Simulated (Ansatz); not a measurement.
SnO2: band gap against strain

SnO2 (rutile, P4_2/mnm, 12.578 Å³/atom at rest, c along z) under an equal strain ε along all three axes. PBE in Ansatz, a plane-wave DFT program (PAW, default set), 420 eV, 7×7×10 Γ-centred mesh, Fermi-Dirac smearing 0.05 eV; ions are relaxed within the symmetry of each cell. Gaps are the smallest over the k-mesh and a band path, without spin-orbit coupling; in all rows the valence edge lies at Γ and the conduction edge at Γ.

Here s stands for strain and Eg for gap.

```
strain (%)  gap (eV)
----------  --------
-3.00              ?
-1.80          1.262
-1.20          1.061
-0.60          0.867
0.00           0.680
```

Question: Fit Eg against s with a straight line, and predict the withheld value at s = -3.00.

Answer: Means: s -0.90000, Eg 0.9675. About the means, the sum of products is -0.58200 and the sum of squares of s is 1.8000; the slope is their ratio. Least squares gives Eg = 0.6765 - 0.32333·s. Residuals (row less fit): 0.0035, -0.0035, -0.0035, 0.0035; standard error 0.0049 (degrees of freedom: 2). Over these rows the gap moves by -32 ± 0.4 eV per unit strain, or -11 eV per unit of ln V. At the withheld row, Eg = 0.6765 - 0.32333 × (-3.0) = 1.6465 eV. The calculation gives 1.687 eV, 0.0405 eV above the prediction (4.0 % of the range of Eg in the table). The row lies outside the fitted rows, so this is an extrapolation. From the scatter of the fitted rows alone, a prediction at this place has a standard error of 0.0095 eV, so the miss is 4.3 times that.

One order more, fitted to all 6 runs of the series, follows each within 0.001, so the miss is the next term of a smooth law. Other structures, which can take over under pressure, weren't tried. Spin-orbit coupling is left out, which can shift this property for SnO2. Rows are the converged runs of the series near zero and its far end; series whose fitted rows scatter by over a few per cent of the range, as at a crossing or softening among them, aren't shown in this form. Most that stay on the fit to the last digits aren't either.
